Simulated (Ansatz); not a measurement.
An Ansatz (a first-principles code) run: ZrSi2; PBEsol, PAW, 420 eV (Ansatz; without spin-orbit coupling), earlier PAW set.

Input:

Ansatz 0.2 input:
```yaml
crystal:
  lattice:
    - [1.8374280722, -7.2856425605, 0]
    - [1.8374280722, 7.2856425605, 0]
    - [0, 0, 3.6562548561]
  atoms:
    - { symbol: Si, position: [0.9459981872, 0.0540018128, 0.75] }
    - { symbol: Si, position: [0.0540018128, 0.9459981872, 0.25] }
    - { symbol: Si, position: [0.2498495897, 0.7501504103, 0.75] }
    - { symbol: Si, position: [0.7501504103, 0.2498495897, 0.25] }
    - { symbol: Zr, position: [0.6047525607, 0.3952474393, 0.75] }
    - { symbol: Zr, position: [0.3952474393, 0.6047525607, 0.25] }
basis: { ecutwfc: 420, ecutrho_ratio: 4, xc_grid: 2, fft_grid_basis: typed }
kpoints: { mp_grid: { grid: [13, 13, 13] } }
hamiltonian:
  xc: pbesol
  dispersion: none
  pseudopotentials: { azcp: { folder: ./paw }, kind: paw }
scf: { occupations: { method: fermi_dirac, width: 0.05 }, convergence: { dr2_threshold: 0.0000000006 } }
output: { forces: true, stress: true }
```

Output (explanatory and most iteration lines left out):

```
Pseudopotential: Si, paw, valence charge 4
Pseudopotential: Zr, paw, valence charge 12
Crystal: 6 atoms, lattice volume = 97.891 Å³
Basis set: ecut = 420 eV, 1923 PW (Γ), exchange–correlation on 108×108×50 points (8 copies of the dense FFT grid, shifted against one another)
Bands: 26, of which v1, the nominal top of the filled ones, is band 20 counted from 1 (19 counted from 0)
Symmetry: 8 space group operations
Space group: Cmcm (ITA 63), of the structure as read, at distance tolerance 4.6e-5 Å
k-points: 343 of 2197
Functional: x = pbesol(κ = 0.804, μ = 0.12345679012345678), c = pbesol(β = 0.046)
SCF iter   1: F=—  HF=-10748.538744 eV  |F-HF|=—  |Δ(HF+E_count)|=         —  Δρ=3.35e-2  dr2=3.42e0  ethr=3.10e-3  ⟨swp⟩=6.6  Hψ=46886  notcnv=0
SCF iter   2: F=—  HF=-10748.101475 eV  |F-HF|=—  |Δ(HF+E_count)|=   4.37e-1  Δρ=2.00e-2  dr2=1.16e0  ethr=3.10e-3  ⟨swp⟩=2.0  Hψ=12814  notcnv=0  defer=29
SCF 1 converged in 9 iterations: F = -10747.857450 eV  dr2 = 2.40e-11
SCF converged after 9 iterations
Free energy (F): -10747.857450 eV
Internal energy: -10747.847034 eV  (E = F + TS)
E sigma→0 (E₀):  -10747.852242 eV
Entropy (-TS):   -0.010415 eV (-1.736 meV/atom)
Fermi energy:    12.926855 eV
--- Forces (eV/Å), atoms counted from 1 ---
  atom   1  Si     0.00000000     0.00000303     0.00000000
  atom   2  Si     0.00000000    -0.00000303     0.00000000
  atom   3  Si     0.00000000    -0.00000589     0.00000000
  atom   4  Si     0.00000000     0.00000589     0.00000000
  atom   5  Zr     0.00000000    -0.00002186     0.00000000
  atom   6  Zr     0.00000000     0.00002186     0.00000000
--- Stress (GPa, compression-positive) ---
        0.000295       0.000000       0.000000
        0.000000      -0.000781       0.000000
        0.000000       0.000000       0.000158
  P = ⅓ Tr σ = -0.0001 GPa (-0.001 kbar)
```

No phonon test of stability was made. All final runs are without spin polarisation. The cell is ZrSi2 (space group Cmcm, No. 63).
